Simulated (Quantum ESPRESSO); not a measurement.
Troubleshooting Quantum ESPRESSO: a failed run on ScBi3 (I4/mmm, 4 atoms in the cell). The aim is a self-consistent single point with DFT, LDA (PW92), plane waves, PseudoDojo standard norm-conserving (LDA) pseudopotentials.

Cell that was meant: a = 6.4740 Å, b = 6.4740 Å, c = 6.4740 Å, α = 62.36°, β = 42.95°, γ = 42.95°.

Part of the input:

```fortran
   ibrav = 7,
   celldm(1) = 8.95714309,
   celldm(3) = 2.3371270715,
   nat = 5,
   ntyp = 2,
   ecutwfc = 80,
   occupations = 'smearing',
```

Log, with long lists cut:

```
     This program is part of the open-source Quantum ESPRESSO suite
     for quantum simulation of materials; please cite

 %%%%%%%%%%%%%%%%%%%%%%%%%%%%%%%%%%%%%%%%%%%%%%%%%%%%%%%%%%%%%%%%%%%%%%%%%%%%%%
     Error in routine read_cards (5):
     wrong number of columns in ATOMIC_POSITIONS
 %%%%%%%%%%%%%%%%%%%%%%%%%%%%%%%%%%%%%%%%%%%%%%%%%%%%%%%%%%%%%%%%%%%%%%%%%%%%%%

     stopping ...
```

From the messages shown, name the fault and mend the input.

The fault is an atom count that does not match the list of atoms; here the program stops on it instead of giving results. To fix it, make the count match the list. The program stopped before any SCF iteration.

An input that runs soundly differs in these lines (not the only fix; some lines may just follow from the change or write a value another way):
```diff
-   nat = 5,
+   nat = 4,
```

With that input, the run converged in 10 iterations: free energy E − TS -7983.9232 eV; Fermi level (on the code's own zero) 10.31 eV; pressure -7.32 GPa (DFT, LDA (PW92), plane waves, PseudoDojo standard norm-conserving (LDA) pseudopotentials).

On the sound input: the starting cell comes from a database of computed structures (which also holds hypothetical and non-ambient phases and stackings), without a prior relaxation at this level. Its lattice was rescaled by a random factor within 2.5 % of one. With a pressure of about -7 GPa the cell is away from its equilibrium volume at this level.
